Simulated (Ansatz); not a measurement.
Given:

```yaml
crystal:
  lattice:
    - [0.00000, 2.49499, 2.39781]
    - [2.49499, 0.00000, 2.39781]
    - [2.49499, 2.49499, 0.00000]
  atoms:
    - { symbol: Y, position: [0.00000, 0.00000, 0.00000] }
    - { symbol: N, position: [0.50000, 0.50000, 0.50000] }
```

The numbers are results of r2SCAN, rigid bands (plane waves, PAW, scalar-relativistic; Ansatz, a first-principles code), not measurements. Condition of this run: biaxial stress in (001) of -9 GPa (compression positive) (the target of the relaxation). Cell: cell and atoms relaxed with PBEsol, then loaded as said.

Problem. What conductivity effective mass do dilute electrons have at 300 K?

Solution. 0.172 (x), 0.172 (y), 1.16 (z) mₑ.

Problem. What conductivity effective mass do dilute holes have at 300 K?

Solution. 1.25 (x), 1.25 (y), 0.191 (z) mₑ.

Problem. And the band gap?

Solution. 0.42 eV at this level; semilocal functionals usually fall short of the measured gap.

Rigid bands, one relaxation time for all states, no polarons. Spin-orbit coupling is left out; where it splits the top of the valence band it changes the hole mass and lowers the gap by about a third of the splitting. Geometry: cell and atoms relaxed with PBEsol.
